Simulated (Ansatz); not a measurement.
Base system: BeS in the zinc blende structure (space group F-43m, No. 216).

```
BeS
1.0
    0.00000     2.41904     2.41904
    2.41904     0.00000     2.41904
    2.41904     2.41904     0.00000
Be S
1 1
Direct
  0.00000   0.00000   0.00000
  0.25000   0.25000   0.25000
```

Cartesian axes are those of the cell as printed.

Calculations: PBEsol/PAW in Ansatz (a program for electronic structure), spin-orbit coupling left out.

Strains are applied to the cell and any free atomic positions relax; under biaxial strain the out-of-plane vector relaxes too.

One change was made to it. Results:

| quantity | base | after |
|---|---|---|
| shortest interatomic distance | 209.5 pm | 207.7 pm |
| energy relative to the base (free energy F) | 0 meV/atom | +3.3 meV/atom |
| valence-band top at Γ (three highest levels, from the VBM) | 0.00, 0.00, 0.00 eV | 0.00, 0.00, -0.15 eV |
| pressure (mean of the normal stresses, compression positive) | -0.01 GPa | 2.03 GPa |

### Question
Which of these changes matches the shifts?
(A) biaxial strain −2.50 %, plane normal [111], relaxed out of plane
(B) biaxial strain +0.83 %, plane normal [111], relaxed out of plane
(C) biaxial strain −1.25 %, plane normal [111], relaxed out of plane

### Answer
C, biaxial strain −1.25 %, plane normal [111], relaxed out of plane. For comparison, the energy relative to the base in the other runs: biaxial strain +0.83 %, plane normal [111], relaxed out of plane gives +1.4 meV/atom; biaxial strain −2.50 %, plane normal [111], relaxed out of plane gives +14 meV/atom.

The levels and masses belong to the bands next to the band gap. Whether these cells are dynamically stable was not tested.
